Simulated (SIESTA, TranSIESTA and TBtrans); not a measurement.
Junction: Pd chain with one C atom inserted. Leads: straight Pd chain, spacing 2.65 Å. Geometry: 3 atoms about the centre moved by SIESTA (PBE, DZP) to a largest force of 0.02 eV/Å, all others as built, motion along the axis alone. Transport runs along z; the first 4 and the last 4 of the 15 atoms are the lead cells, repeated to infinity.

```xyz
15
Lattice="9.000 0.000 0.000 0.000 9.000 0.000 0.000 0.000 38.250" Properties=species:S:1:pos:R:3 pbc="F F T"
Pd     4.500     4.500     0.000
Pd     4.500     4.500     2.650
Pd     4.500     4.500     5.300
Pd     4.500     4.500     7.950
Pd     4.500     4.500    10.600
Pd     4.500     4.500    13.250
Pd     4.500     4.500    16.006
C      4.500     4.500    17.800
Pd     4.500     4.500    19.593
Pd     4.500     4.500    22.350
Pd     4.500     4.500    25.000
Pd     4.500     4.500    27.650
Pd     4.500     4.500    30.300
Pd     4.500     4.500    32.950
Pd     4.500     4.500    35.600
```
Starting moments (μB): atom 5 +0.7, atom 6 +0.7, atom 7 +0.7, atom 9 +0.7, atom 10 +0.7, atom 11 +0.7; lead atoms +0.7 (left) and +0.7 (right).

Run with TranSIESTA and TBtrans (open boundaries, self-consistent; PseudoDojo norm-conserving potentials, scalar-relativistic): Spin polarized, PAO.BasisSize DZP, PAO.EnergyShift 0.15 eV, XC.Authors PBE, Mesh.Cutoff 200 Ry, ElectronicTemperature 300 K, TS.Voltage 0.0 eV, TBT.Elecs.Eta 0.001 eV.

Energies count from the leads' Fermi level. Transmissions are for each spin. The energy step is 0.01 eV; narrower resonances are cut or missed.

| E (eV) | T up | T down |
|---|---|---|
| -0.20 | 0.998 | 1.11 |
| -0.15 | 0.997 | 1.14 |
| -0.10 | 0.991 | 1.14 |
| -0.05 | 0.983 | 1.14 |
| 0.00 | 0.975 | 1.12 |
| 0.05 | 0.970 | 1.11 |
| 0.10 | 0.967 | 1.09 |
| 0.15 | 0.969 | 1.07 |
| 0.20 | 0.974 | 1.04 |

Give the zero-bias conductance in μS and the resistance at 300 K.

At the Fermi level the mean of both spins is (0.975 + 1.12)/2 = 1.05. Averaged with −∂f/∂E over the full grid (kT = 25.9 meV) it is 1.05. With G0 = 2e²/h = 77.48 μS, G = 81.4 μS and R = 1/G = 12.3 kΩ.

The eigenchannels at the Fermi level (both spins) transmit 0.975, 0.900, 0.112, 0.112. What Fano factor of the shot noise follows at low temperature and bias?

F = Σ τ(1 − τ)/Σ τ = 0.313/2.10 = 0.15.

The magnetic order of the leads was set by the start, and no other order was tried; the separate lead runs end at 0.74 (left) and 0.74 (right) μB an atom. The straight chain is held at its spacing; free chains may zigzag or dimerise.
